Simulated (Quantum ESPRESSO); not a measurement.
Quantum ESPRESSO 7.5, DFT, PBE, plane waves, PseudoDojo 0.5 standard norm-conserving PBE (local tails restored to the Coulomb form): rutile TiO2 (Ti2O4), 6 atoms. Basis and mesh were picked for this test and aren't claimed converged.

| Item | Result |
|---|---|
| cell | 4.59, 4.59, 2.96 Å; 90, 90, 90° |
| task | scf |
| k mesh | 6×6×10 |
| ecutwfc | 84 Ry |
| ecutrho | 336 Ry |
| occupations | fixed |
| conv_thr | 6e-09 Ry |
| tprnfor | true |
| tstress | false |
| diagonalization | david (default) |
| mixing_mode | plain (default) |
| mixing_beta | 0.7 (default) |
| mixing_ndim | 8 (default) |
| k-points computed | 60 |
| bands | 24 |
| electrons | 48 |
| G-vectors of the density | 43913 |
| FFT grid | 54×54×36 |
| symmetry operations | 16 |

It runs on a single node (Intel Xeon 6 (Granite Rapids), 96 cores on 1 socket, 2 hardware threads a core, 3 L3 cache groups, 3 NUMA nodes).

Each time is the median wall time of two to five repeats, run one at a time on the otherwise empty machine; start-up is included. Processes are pinned to neighbouring cores unless said otherwise. Build: conda-forge: Open MPI 5.0, OpenMP, OpenBLAS 0.3.34 (pthreads), FFTW, ScaLAPACK, ELPA. Other compilers and libraries give other times. Scratch files lie in a memory file system.

Ways to run it:
- 96 ranks, -nk 32
- 32 ranks, -nk 32
- 8 ranks, -nk 8
- 16 ranks, -nk 16
- 64 ranks, -nk 32
- 24 ranks, -nk 24
- 48 ranks, -nk 24

Task: How does the memory of the whole job compare between these ways of running it?

Result: Most: 96 ranks, -nk 32, 2.5 GiB; least: 8 ranks, -nk 8, 0.52 GiB (peak over all processes with shared segments and scratch files, sampled up to once a second, or the high-water mark of the largest process where that is more).

```
way               memory in all  wall time
----------------  -------------  ---------
8 ranks, -nk 8         0.52 GiB       34 s
16 ranks, -nk 16       0.92 GiB       20 s
24 ranks, -nk 24        1.5 GiB       13 s
48 ranks, -nk 24        1.6 GiB      9.4 s
32 ranks, -nk 32        1.7 GiB      9.8 s
64 ranks, -nk 32        2.2 GiB      7.1 s
96 ranks, -nk 32        2.5 GiB      6.3 s
```
